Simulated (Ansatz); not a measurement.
Consider Hf in the hcp (Mg type) structure (space group P6_3/mmc, No. 194; a = 3.158 Å, c = 5.004 Å; relaxed with 0.1 eV smearing).

Calculations: PBEsol, PAW, 420 eV (Ansatz, a quantum-chemistry and plane-wave program; scalar-relativistic without spin-orbit coupling).

Strains are applied to the cell and any free atomic positions relax.

One change was made to it. Results:

| quantity | base | after |
|---|---|---|
| energy relative to the base (free energy F) | 0 meV/atom | +16 meV/atom |
| pressure (mean of the normal stresses, compression positive) | 0.0 GPa | 5.5 GPa |

**Question.** Name the change that was made.
A) isotropic strain +3.00 %
B) isotropic strain −1.50 %
C) isotropic strain +1.00 %
D) isotropic strain +0.50 %
E) isotropic strain −2.00 %

**Answer.** B, isotropic strain −1.50 %. For comparison, the energy relative to the base in the other runs: isotropic strain +0.50 % gives +1.7 meV/atom; isotropic strain +1.00 % gives +6.7 meV/atom; isotropic strain +3.00 % gives +57 meV/atom; isotropic strain −2.00 % gives +29 meV/atom.

Whether these cells are dynamically stable was not tested. The final runs are not spin-polarised.
